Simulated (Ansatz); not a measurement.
MoS2 (R3m, No. 160, 3 atoms in the cell; start mp-1434; a measured phase of this formula has another space group) was calculated with r²SCAN+rVV10 in Ansatz (PAW).

Settings: plane-wave cutoff 560 eV, 12×12×12 k mesh, Fermi–Dirac smearing 0.01 eV, no spin polarisation, scalar-relativistic PAW data made under PBE.

Cell (relaxed at this level):

```
CELL_PARAMETERS angstrom
      1.58770     0.91666     6.19595
     -1.58770     0.91666     6.19595
      0.00000    -1.83332     6.19595
ATOMIC_POSITIONS crystal
  Mo 0.99977 0.99977 0.99977
  S  0.41676 0.41676 0.41676
  S  0.24949 0.24949 0.24949
```

**Question.** Estimate the band gap and direct gap at Γ that the calculation returns.

**Answer.** 
band gap: 1.03 eV (on the SCF k mesh)
direct gap at Γ: 3.34 eV

Note: the relaxation could not lower the start's symmetry, so the cell can be a saddle point above a distorted one.

Spin–orbit coupling is not included.

The computed numbers hold no vibrational or temperature effects.

A start named mp-… is a Materials Project structure, which need not be a measured phase.

Ansatz is a quantum-chemistry and plane-wave program.
